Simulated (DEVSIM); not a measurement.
Structure: GaP/Si n-p heterojunction, at 250 K.

Layer 1 from the left is GaP, thickness (μm) 0.0520, Nd (cm⁻³) 9.2e16, τn (s) 1e-7, τp (s) 1e-7. Layer 2 from the left is Si, thickness (μm) 0.620, Na (cm⁻³) 2e17, τn (s) 1e-7, τp (s) 1e-7.

Left contact: ohmic. Right contact: ohmic. Voltage is applied to the left contact. Recombination: SRH at mid-gap, radiative, Auger. Mobility is μmin + (μ − μmin)/(1 + (N/Nref)^α).

The device is made up for the run: typed textbook-type constants, with dimensions and the other settings drawn at random. Values at 300 K; Nc and Nv go as T^1.5, mobilities as T to minus their exponent, the gap by Varshni's rule with the affinity fixed.

GaP: gap (eV) 2.26, affinity (eV) 3.8, permittivity 11.1, Nc (cm⁻³) 1.8e19, Nv (cm⁻³) 1.9e19, μn (cm²/Vs) 250, μp (cm²/Vs) 150, μn,min 10, μp,min 10, Nref,n 4.4e18, Nref,p 1e18, αn 0.8, αp 0.85, T exponent of μn 1.6, T exponent of μp 1.98, B (cm³/s) 1e-13, Cn (cm⁶/s) 1e-30, Cp (cm⁶/s) 1e-30, Varshni α (eV/K) 0.00058, Varshni β (K) 372. Si: gap (eV) 1.124, affinity (eV) 4.05, permittivity 11.7, Nc (cm⁻³) 2.86e19, Nv (cm⁻³) 3.1e19, μn (cm²/Vs) 1417, μp (cm²/Vs) 470, μn,min 52, μp,min 45, Nref,n 9.7e16, Nref,p 2.2e17, αn 0.68, αp 0.72, T exponent of μn 2.3, T exponent of μp 2.2, B (cm³/s) 4.7e-15, Cn (cm⁶/s) 2.8e-31, Cp (cm⁶/s) 9.9e-32, Varshni α (eV/K) 0.000473, Varshni β (K) 636.

Model (solved in DEVSIM): 1D drift-diffusion, Boltzmann statistics, complete ionisation; no tunnelling, impact ionisation, image-force lowering or self-heating. Band offsets follow the typed affinities; no thermionic-emission limit at abrupt steps, no polarisation charge.

Problem. What does the simulation give for the largest field in the device at zero bias, the dark forward voltage at 1 A/cm²?

Solution. largest field in the device at zero bias 170000 V/cm; dark forward voltage at 1 A/cm² 0.765 V.
